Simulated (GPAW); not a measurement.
GPAW 25.7.0, DFT, PBE, plane waves, PAW datasets of gpaw-data 1.0.1: KTaO3 (from the phase in space group 221, mp-3614) (O3KTa), 5 atoms. Basis and mesh were picked for this test and aren't claimed converged.

| Quantity | Value |
|---|---|
| cell | 3.99, 3.99, 3.99 Å; 90, 90, 90° |
| task | scf |
| mode.name | pw |
| mode.ecut | 500 eV |
| xc | PBE |
| k mesh | 4×4×4 |
| kpts.gamma | true |
| occupations.name | fermi-dirac |
| occupations.width | 0.001 eV |
| convergence.density (electrons an electron) | 1e-05 |
| maxiter | 150 |
| parallel.kpt | 2 |
| parallel.band | 1 |
| parallel.domain | 1 |
| parallel.sl_auto | false |
| parallel.augment_grids | true |
| mixer.backend | pulay (default) |
| mixer.method | separate (default) |
| mixer.beta | 0.05 (default) |
| mixer.nmaxold | 5 (default) |
| mixer.weight | 50 (default) |
| convergence.eigenstates (eV² an electron) | 4e-08 (default) |
| convergence.energy (eV an electron) | 0.0005 (default) |
| k-points after symmetry (base settings) | 10 |
| bands (base settings) | 28 |
| electrons (base settings) | 40 |
| plane waves (base settings) | 1647 |
| coarse grid (base settings) | 21*21*21 |
| symmetry operations (base settings) | 48 |

One run each.

All on 2 ranks. Base settings, kept where nothing else is said: eigensolver.name = dav (default), eigensolver.niter = 2 (default) (eigensolver.blocksize, basis not set). The settings tried:
- eigensolver.name = cg, eigensolver.niter = 4
- eigensolver.name = rmm-diis, eigensolver.niter = 1
- the base settings
- eigensolver.niter = 3
- eigensolver.name = rmm-diis, eigensolver.niter = 3 (default)
- eigensolver.name = rmm-diis, eigensolver.niter = 3 (default), eigensolver.blocksize = 1
- eigensolver.name = cg
- basis = dzp
- eigensolver.name = rmm-diis, eigensolver.niter = 3 (default), eigensolver.blocksize = 32

Question: Which settings need the fewest SCF iterations, which the most, and do any fail to converge?

Answer: Fewest SCF iterations, with those close behind: basis = dzp (19); eigensolver.niter = 3 (20); eigensolver.name = cg (21). Most among those that reach the base run's result: eigensolver.name = rmm-diis, eigensolver.niter = 3 (default) (33); eigensolver.name = rmm-diis, eigensolver.niter = 3 (default), eigensolver.blocksize = 1 (31). No convergence: eigensolver.name = rmm-diis, eigensolver.niter = 1 (not converged within maxiter = 150).

| setting | SCF iterations | end |
|---|---|---|
| basis = dzp | 19 | converged |
| eigensolver.niter = 3 | 20 | converged |
| eigensolver.name = cg | 21 | converged |
| the base settings | 23 | converged |
| eigensolver.name = cg, eigensolver.niter = 4 | 26 | converged |
| eigensolver.name = rmm-diis, eigensolver.niter = 3 (default), eigensolver.blocksize = 32 | 29 | converged |
| eigensolver.name = rmm-diis, eigensolver.niter = 3 (default), eigensolver.blocksize = 1 | 31 | converged |
| eigensolver.name = rmm-diis, eigensolver.niter = 3 (default) | 33 | converged |
| eigensolver.name = rmm-diis, eigensolver.niter = 1 | 150 | not converged |

An iteration's cost differs between solvers, so these counts don't give the time.
